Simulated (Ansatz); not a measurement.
Ce on the Ca site (Ce_Ca) in rock-salt CaO: one set of geometries, relaxed with PBE, evaluated in Ansatz (PAW, plane waves to 420 eV, 500 eV under r2SCAN) with PBE, r2SCAN.

Cell and caveats: 64-site cell; 2×2×2 shifted k-points; start: the Ca site; charged states image-corrected; no Hubbard U; not converged in cell size.

```
quantity                                       PBE  r2SCAN
--------------------------------------------  ----  ------
host gap (eV)                                 3.66    4.20
ε(+2/+1) above the VBM (eV)                   2.10    2.05
largest moment on one atom at charge +1 (μB)  0.87    0.91
```

PBE narrows the gap by 0.54 eV against r2SCAN, the highest level run, and puts the level shown 0.050 eV higher above the valence-band maximum (from the rounded values).

Ansatz is a program for electronic structure.
